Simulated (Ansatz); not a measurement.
Band structure of SrMg3 (I4/mmm, 4 atoms in the cell).

```
CELL_PARAMETERS angstrom
     -2.81647     2.81647     3.68196
      2.81647    -2.81647     3.68196
      2.81647     2.81647    -3.68196
ATOMIC_POSITIONS crystal
  Sr 0.00000 0.00000 0.00000
  Mg 0.50000 0.50000 0.00000
  Mg 0.25000 0.75000 0.50000
  Mg 0.75000 0.25000 0.50000
```

Method: LDA (PW92), PAW files made with PBE (plane waves; Ansatz, a program for electronic structure).

Settings: kpoints.mp_grid.grid = 7 7 7; hamiltonian.xc = lda; hamiltonian.pseudopotentials = {kind: paw} (the program's default PAW files); scf.occupations.method = gaussian; scf.occupations.width = 0.2 eV; kpoints.band_path.npoints = 8.

The starting cell comes from a database of computed structures (which also holds hypothetical and non-ambient phases and stackings), without a prior relaxation at this level. Its lattice was rescaled by a random factor within 2.5 % of one.

Levels in eV from the Fermi level, bands 17 to 23:
| point | 17 | 18 | 19 | 20 | 21 | 22 | 23 |
|---|---|---|---|---|---|---|---|
| Γ | -5.56 | 0.05 | 0.10 | 0.10 | 1.52 | 1.75 | 1.86 |
| X | -3.21 | -3.13 | -1.57 | -0.41 | -0.24 | 0.59 | 2.51 |
| Y | -2.79 | -2.61 | -2.41 | -1.61 | 0.61 | 1.65 | 1.81 |
| S | -2.93 | -2.54 | -2.48 | -0.70 | -0.54 | 1.44 | 2.28 |
| Z | -2.99 | -2.67 | -1.98 | -0.61 | -0.61 | 0.29 | 2.78 |
| S1 | -2.93 | -2.54 | -2.48 | -0.70 | -0.54 | 1.44 | 2.28 |
| N | -3.65 | -3.58 | -0.32 | -0.07 | 0.84 | 1.59 | 1.65 |
| P | -2.80 | -2.65 | -2.65 | -1.65 | 1.63 | 1.63 | 2.00 |
| Y1 | -2.79 | -2.61 | -2.41 | -1.61 | 0.61 | 1.65 | 1.81 |

Bands cross the Fermi level along this path, so the cell is metallic at this level.

Keys are those of Ansatz 0.2.
